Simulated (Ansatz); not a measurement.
Here is the system:

End structure of the (000-1) surface of wurtzite CdSe, Se-terminated, 2x2 with 1 H on 4 top atoms (bottom of the slab: 2 H on 4 bottom sites):

```
CELL_PARAMETERS angstrom
      8.76567     0.00000     0.00000
     -4.38283     7.59129     0.00000
      0.00000     0.00000    31.50000
ATOMIC_POSITIONS crystal
  Cd 0.34462 0.15538 0.30545
  Cd 0.82918 0.17076 0.34147
  Cd 0.32924 0.67082 0.34147
  Cd 0.84461 0.65539 0.30543
  Se 0.17430 0.32570 0.34703
  Se 0.65927 0.34065 0.34777
  Se 0.15935 0.84073 0.34777
  Se 0.67429 0.82571 0.34702
  Cd 0.16667 0.33333 0.43292
  Cd 0.66667 0.33333 0.43292
  Cd 0.16667 0.83333 0.43292
  Cd 0.66667 0.83333 0.43292
  Se 0.33333 0.16667 0.46114
  Se 0.83333 0.16667 0.46114
  Se 0.33333 0.66667 0.46114
  Se 0.83333 0.66667 0.46114
  Cd 0.33362 0.16638 0.54639
  Cd 0.83319 0.16730 0.54746
  Cd 0.33270 0.66681 0.54746
  Cd 0.83388 0.66612 0.54644
  Se 0.16656 0.33344 0.57467
  Se 0.66710 0.33394 0.57488
  Se 0.16606 0.83290 0.57488
  Se 0.66696 0.83304 0.57432
  Cd 0.15208 0.34792 0.66147
  Cd 0.69635 0.34829 0.66156
  Cd 0.15171 0.80365 0.66156
  Cd 0.66692 0.83308 0.66081
  Se 0.33343 0.16657 0.67782
  Se 0.83116 0.16192 0.69211
  Se 0.33808 0.66884 0.69211
  Se 0.83108 0.66892 0.69241
  H  0.33256 0.16744 0.25152
  H  0.83275 0.66725 0.25150
  H  0.33332 0.16668 0.72478
```

Model: 35-atom slab, 15.0 Å thick at the start with caps and adatoms, 3x3x1 mesh, Fermi-Dirac 0.025 eV, dipole correction, 8 atoms held, the rest relaxed; held to the start's symmetry, so lower structures may exist; spin-polarised, no spin-orbit, no U. The slab shows no gap over 0.04 eV on its mesh. The starting moment vanished. It is one candidate, not shown to be the stable structure of the face.

Question: What is the computed work function of the top face (Ansatz (a program for electronic structure) with PBE)?

Answer: 6.09 eV
